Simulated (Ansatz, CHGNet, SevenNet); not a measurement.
Ge₂Sb₂Te₅ (P-3m1, No. 164, 9 atoms in the cell; start mp-3534): properties by level of theory

```json
[
 {"level (code)": "CHGNet 0.3.0", "equilibrium lattice constant a (Å)": "4.310", "c axis length (Å)": "17.924"},
 {"level (code)": "CHGNet-r²SCAN", "equilibrium lattice constant a (Å)": "4.302", "c axis length (Å)": "17.852"},
 {"level (code)": "SevenNet-l3i5", "equilibrium lattice constant a (Å)": "4.284", "c axis length (Å)": "17.542"},
 {"level (code)": "LDA (Ansatz)", "equilibrium lattice constant a (Å)": "…", "c axis length (Å)": "16.885"},
 {"level (code)": "PBEsol (Ansatz)", "equilibrium lattice constant a (Å)": "4.202", "c axis length (Å)": "17.103"},
 {"level (code)": "PBE-D3(BJ) (Ansatz)", "equilibrium lattice constant a (Å)": "4.233", "c axis length (Å)": "…"}
]
```

Problem. What belongs in the gaps?

Solution. 
- LDA (Ansatz, a first-principles code), equilibrium lattice constant a (Å): 4.177
- PBE-D3(BJ) (Ansatz), c axis length (Å): 17.435

Caveats: a distance lies near a switch of the dispersion term, which can move the cell (PBE-D3(BJ)); the relaxation could not lower the start's symmetry, so the cell can be a saddle point above a distorted one (CHGNet 0.3.0, CHGNet-r²SCAN, SevenNet-l3i5, LDA, PBEsol, PBE-D3(BJ)). Ansatz's density-functional and Hartree–Fock values are scalar-relativistic unless marked +SOC, with PAW data made under PBE.

A start named mp-… is a Materials Project structure, which need not be a measured phase.
